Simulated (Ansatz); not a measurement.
## Response to strain in Sn

Consider Sn in the diamond structure (space group Fd-3m, No. 227; a = 6.540 Å; relaxed with 0.1 eV smearing). Axes: x, y, z lie along the cube axes.

Strains are applied to the cell and any free atomic positions relax; under biaxial strain the out-of-plane vector relaxes too.

Calculations: PBEsol (Ansatz, a first-principles code; PAW; 420 eV plane waves; no spin-orbit coupling).

| biaxial strain, plane normal [001], relaxed out of plane (%) | out-of-plane strain (%) |
|---|---|
| 0 | 0.00 |
| 0.5 | -0.51 |
| 1 | ? |
| 1.5 | -1.53 |
| 2 | -2.03 |
| 2.5 | -2.56 |
| 3 | -3.09 |

Problem. Fit ε⊥ = −νε + γε² (strains in %) to the rows shown and predict the withheld row.

Solution. Least squares on the printed values gives ν = 1.00 (the biaxial Poisson response) and γ = -0.009 (largest residual 0.01 %); this predicts -1.01 %, and the run gives -1.00 %, in agreement.

No phonon test of stability was made.
